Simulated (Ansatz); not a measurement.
Start from InAgTe2 in the chalcopyrite structure (space group I-42d, No. 122; a = 6.569 Å, c = 12.999 Å). Axes: x, y, z lie along a, b, c of the conventional cell.

Computed with Ansatz (an electronic-structure program) PBE, no spin-orbit coupling.

Strains are applied to the cell and any free atomic positions relax.

One change was made to it. Results:

```tsv
quantity	base	after
pressure (mean of the normal stresses, compression positive)	0.01 GPa	0.88 GPa
energy relative to the base (free energy F)	0 meV/atom	+2.7 meV/atom
```

Task: Name the change that was made.
(A) uniaxial strain ε_zz = −3.00 %
(B) uniaxial strain ε_zz = −1.50 %
(C) uniaxial strain ε_zz = −2.25 %

Result: C, uniaxial strain ε_zz = −2.25 %. For comparison, the energy relative to the base in the other runs: uniaxial strain ε_zz = −1.50 % gives +1.2 meV/atom; uniaxial strain ε_zz = −3.00 % gives +4.9 meV/atom.

Whether these cells are dynamically stable was not tested.
